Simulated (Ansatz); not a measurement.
Consider Ge (space group I4_1/amd, No. 141; a = 5.117 Å, c = 2.805 Å; a cell from a computed database, its experimental status unchecked; relaxed with 0.1 eV smearing). Axes: x, y, z lie along a, b, c of the conventional cell.

Calculations: Kohn–Sham DFT with the PBEsol functional, run in Ansatz (a quantum-chemistry and plane-wave program) with PAW and 420 eV plane waves, spin-orbit coupling left out.

Now apply this change: tensor shear ε_xz = +2.08 % (engineering shear γ = 0.0416); the atoms relax in the strained cell.

Question: Predict the stress tensor and what it implies for the stiffness.

Answer: Stress of the strained cell less that of the base (GPa, compression positive):
```
    0.1     0.0    -1.8
    0.0     0.1     0.0
   -1.8     0.0     0.1
```

Then −Δσ/γ with γ = 2ε = 0.0416 gives secant stiffness values (nonlinear terms included at this strain): C55 ≈ 42 GPa.

As a check, the harmonic strain energy −½ V₀ Δσ:ε is 4.2 meV/atom; the computed energy rise is 4.3 meV/atom.

Stability against distortions was not tested. This is not the structure that Ge has at room temperature and ambient pressure.
